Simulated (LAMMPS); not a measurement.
LAMMPS 22 Jul 2025, classical MD, EAM (Finnis-Sinclair form) (Fe_mm.eam.fs): Fe, 2000 atoms.

| Quantity | Result |
|---|---|
| task | MD, nve |
| potential | EAM (Finnis-Sinclair form), Fe_mm.eam.fs |
| copies of the repeat unit | 10×10×10 |
| shape (slab and sphere leave vacuum in the box) | bulk |
| temperature | 800 K |
| steps | 10000 |
| timestep | 2 fs |
| thermo | 100 |
| comm_style | brick (default) |
| box | 28.7 × 28.7 × 28.7 Å |
| start | generated bcc lattice, warmed in an untimed run |
| compared values | energy and forces of the first step, drift over the run |

Machine: one whole node, Arm Neoverse V2, 96 cores on 1 socket, no SMT, 1 L3 cache group.

Each time is the median wall time of two to five repeats, run one at a time on the otherwise empty machine; start-up is included. Processes are pinned to neighbouring cores unless said otherwise. The times hold for this build (PyPI wheel: MPICH, OPENMP and OPT packages). Scratch files lie in a memory file system. A preparatory run goes ahead and isn't timed.

All on 32 ranks. Base settings, kept where nothing else is said: skin = 2 Å, neigh_modify = every 1 delay 0 check yes, sort = 1000 (default), newton = on (default). The candidates, on 32 cores each, agree within 1.0 meV/atom in energy, 10 meV/Å in forces on 48 atoms, 0.20 meV an atom in drift of the total energy:
A. skin = 4 Å
B. skin = 1.5 Å
C. newton = off
D. neigh_modify = every 1 delay 0 check no
E. skin = 3 Å
F. sort = 100
G. the base settings
H. skin = 0.5 Å

**Question.** Which of these settings finishes first?

**Answer.** H (skin = 0.5 Å), 1.3 s. At the other end D takes 2.8× as long.

```json
[
 {"candidate": "H", "wall time": "1.3 s", "repeats": "3 runs within 1 %", "neighbour list builds": "1120"},
 {"candidate": "B", "wall time": "1.4 s", "repeats": "3 runs within 1 %", "neighbour list builds": "302"},
 {"candidate": "G", "wall time": "1.6 s", "repeats": "3 runs within 1 %", "neighbour list builds": "2"},
 {"candidate": "F", "wall time": "1.6 s", "repeats": "3 runs within 1 %", "neighbour list builds": "2"},
 {"candidate": "E", "wall time": "1.7 s", "repeats": "3 runs within 1 %", "neighbour list builds": "0"},
 {"candidate": "C", "wall time": "1.8 s", "repeats": "3 runs within 1 %", "neighbour list builds": "2"},
 {"candidate": "A", "wall time": "1.9 s", "repeats": "3 runs within 1 %", "neighbour list builds": "0"},
 {"candidate": "D", "wall time": "3.5 s", "repeats": "3 runs within 1 %", "neighbour list builds": "10000"}
]
```

From the slowest to the fastest: List entries an atom go from 70 to 31, Neigh from 1 to 0.074 s and Pair from 1.3 to 0.67 s.
